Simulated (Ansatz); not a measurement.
Output of an Ansatz run (abridged):

```
WARN ansatz: RAYON_NUM_THREADS=1 ignored (pool sized by the plan → 1); use --threads N
Pseudopotentials: kind: paw
Pseudopotential: Al, paw, valence charge 3
Pseudopotential: In, paw, valence charge 13
Pseudopotential: Sb, paw, valence charge 15
Crystal: 4 atoms, lattice volume = 128.916 Å³
Basis set: ecut = 420.4159175005146 eV, 2501 PW (Γ), exchange–correlation on 64×64×90 points (8 copies of the dense FFT grid, shifted against one another)
Bands: 28, of which v1, the nominal top of the filled ones, is band 23 counted from 1 (22 counted from 0)
Symmetry: 8 space group operations
Space group: P-4m2 (ITA 115), of the structure as read, at distance tolerance 5.1e-5 Å
k-points: 30 of 245 (time reversal used)
PAW frozen core: Al, regenerated for the run's functional, and the local potential with it
PAW frozen core: In, regenerated for the run's functional, and the local potential with it
PAW frozen core: Sb, regenerated for the run's functional, and the local potential with it
Initial density: superposition of atomic densities (neutral atoms: chi_scale 0, normalization atom), corrected by the library's trained network
Initial wavefunctions: pseudopotential atomic-orbital guess
Eigensolver: davidson
Functional: x = pbesol(κ = 0.804, μ = 0.12345679012345678), c = pbesol(β = 0.046)
SCF iter   1: F=—  HF=-18866.491448 eV  |F-HF|=—  |Δ(HF+E_count)|=         —  Δρ=3.11e-3  dr2=2.04e-2  ethr=1.77e-3  ⟨swp⟩=8.0  Hψ=4112  notcnv=0
all-band conjugate gradients solve this SCF's bands
preconditioner: auto → Resta (q_TF=auto, 2.298 Å⁻¹)
SCF iter   2: F=—  HF=-18866.483518 eV  |F-HF|=—  |Δ(HF+E_count)|=   7.93e-3  Δρ=1.85e-3  dr2=6.47e-3  ethr=4.44e-5  ⟨swp⟩=2.7  Hψ=1531  notcnv=0  defer=30
SCF iter   3: F=—  HF=-18866.482823 eV  |F-HF|=—  |Δ(HF+E_count)|=   6.95e-4  Δρ=7.89e-4  dr2=6.52e-4  ethr=1.41e-5  ⟨swp⟩=3.0  Hψ=1729  notcnv=0  defer=30
SCF iter   4: F=—  HF=-18866.482583 eV  |F-HF|=—  |Δ(HF+E_count)|=   2.39e-4  Δρ=2.42e-4  dr2=1.15e-4  ethr=1.42e-6  ⟨swp⟩=2.0  Hψ=1620  notcnv=0  defer=30
SCF iter   5: F=—  HF=-18866.482659 eV  |F-HF|=—  |Δ(HF+E_count)|=   7.54e-5  Δρ=1.08e-4  dr2=1.24e-5  ethr=2.49e-7  ⟨swp⟩=2.0  Hψ=1572  notcnv=0  defer=30
SCF iter   6: F=—  HF=-18866.482682 eV  |F-HF|=—  |Δ(HF+E_count)|=   2.37e-5  Δρ=2.23e-5  dr2=8.93e-7  ethr=2.70e-8  ⟨swp⟩=2.0  Hψ=1500  notcnv=0  defer=30
SCF iter   7: F=-18866.482683 eV  HF=-18866.482683 eV  |F-HF|=6.44e-8  |Δ(HF+E_count)|=   4.46e-7  Δρ=4.41e-6  dr2=2.98e-8  ethr=2.17e-10  ⟨swp⟩=8.7  Hψ=4369  notcnv=0
SCF 1 converged in 7 iterations: F = -18866.482683 eV  dr2 = 2.98e-8
SCF converged after 7 iterations
Free energy (F): -18866.482683 eV
Harris-Foulkes:  -18866.482683 eV  (|F-HF|=6.44e-8)
Internal energy: -18866.482683 eV  (E = F + TS)
E sigma→0 (E₀):  -18866.482683 eV
Fermi energy:    6.654358 eV
--- Per-component energies (eV) ---
  E_band       = -483.541324
  E_kinetic    = 680.353445
  E_local      = -5310.739083  (includes V_loc(G=0)·N_el)
  E_nonlocal   = 1108.852344
  E_hartree    = 2329.244347
  E_xc         = -526.206220
  E_vxc        = -320.325430  (∫ρ·V_xc dr)
  E_paw        = -13541.030939  (= ΣΔE_a)
  E_vpaw       = -1300.171609  (= ΣTr[D̂ρ^β])
  E_aug_tail   = 0.000019  (compensation charges beyond the density's cutoff)
  E_ewald      = -3607.875350
  E_core_change = 0.918756  (= ΣΔE_core)
  E_smearing   = -0.000000  (= −TS)
  E_closure    = -0.000000  (closes the sum)
  Σ components = -18866.482683   (vs F -18866.482683, Δ=0.00e0)
--- Forces (eV/Å), atoms counted from 1 ---
  atom   1  Al    -0.00000000     0.00000000     0.00000000
  atom   2  In    -0.00000000     0.00000000     0.00000000
  atom   3  Sb     0.00000000    -0.00000000     0.01135707
  atom   4  Sb     0.00000000    -0.00000000    -0.01135707
  max |Σ_I F_I| component: 2.08e-17 eV/Å
--- Stress (GPa, compression-positive) ---
       -0.763355       0.000000       0.000000
        0.000000      -0.763355       0.000000
        0.000000       0.000000      -0.671717
  P = ⅓ Tr σ = -0.7328 GPa (-7.328 kbar)
  The stress holds the Pulay correction. Without it, at fixed plane waves, as pw.x and ABINIT print it: P = -0.7630 GPa
--- Band table (eV; the first three rows and the last of 30) ---
  k-point 0: bands = ["-21.8769", "-21.8769", "-21.8739", "-21.8719", "-21.8606", "-21.8606", "-21.8518", "-21.8511", "-21.8507", "-21.8489", "-7.9633", "-7.9000", "-7.9000", "-7.8488", "-7.8392", "-4.1641", "-2.2622", "0.8144", "4.2069", "4.2069", [...]
  k-point 1: bands = ["-21.8769", "-21.8769", "-21.8737", "-21.8721", "-21.8606", "-21.8606", "-21.8517", "-21.8509", "-21.8508", "-21.8491", "-7.9638", "-7.9002", "-7.9002", "-7.8484", "-7.8392", "-4.0454", "-2.5749", "1.2812", "4.3336", "4.3336", [...]
  k-point 2: bands = ["-21.8768", "-21.8768", "-21.8732", "-21.8726", "-21.8607", "-21.8607", "-21.8516", "-21.8510", "-21.8505", "-21.8495", "-7.9646", "-7.9004", "-7.9004", "-7.8477", "-7.8392", "-3.7012", "-3.1670", "2.3043", "3.7430", "4.6702", [...]
  k-point 29: bands = ["-21.8783", "-21.8763", "-21.8693", "-21.8693", "-21.8635", "-21.8599", "-21.8512", "-21.8512", "-21.8490", "-21.8489", "-7.9472", "-7.9453", "-7.8769", "-7.8571", "-7.8378", "-2.3535", "-2.2970", "0.9614", "1.1048", "3.3553", [...]
```

The structure:

```xyz
4
Lattice="4.5062 0.0000 0.0000 0.0000 4.5062 0.0000 0.0000 0.0000 6.3488" Properties=species:S:1:pos:R:3 pbc="T T T"
Al     0.0000     0.0000     0.0000
In     2.2531     2.2531     3.1744
Sb     0.0000     2.2531     1.4816
Sb     2.2531     0.0000     4.8672
```

Problem. Write an input that gives this output.

Solution. Other spellings and defaults could give the same log, and not every line can be read from it. The input that was run (DFT, PBEsol, plane waves, default PAW files made with PBE):

Ansatz 0.2 input:
```yaml
crystal:
  lattice:
    - [4.50617000, 0.00000000, 0.00000000]
    - [0.00000000, 4.50617000, 0.00000000]
    - [0.00000000, 0.00000000, 6.34882000]
  atoms:
    - { symbol: Al, position: [0.00000000, 0.00000000, 0.00000000] }
    - { symbol: In, position: [0.50000000, 0.50000000, 0.50000000] }
    - { symbol: Sb, position: [0.00000000, 0.50000000, 0.23337000] }
    - { symbol: Sb, position: [0.50000000, 0.00000000, 0.76663000] }
basis:
  ecutwfc: 30.9 Ry
kpoints:
  mp_grid: { grid: [7, 7, 5] }
hamiltonian:
  xc: pbesol
  pseudopotentials: { kind: paw }
scf:
  occupations: { method: gaussian, width: 0.0007 Ry }
output:
  forces: true
  eigenvalues: true
  stress: true
```

The starting cell comes from a database of computed structures (which also holds hypothetical and non-ambient phases and stackings), without a prior relaxation at this level. Spin-orbit coupling is off. Ansatz's pressure includes its estimate of the finite-basis (Pulay) stress.

Ansatz is an electronic-structure program.
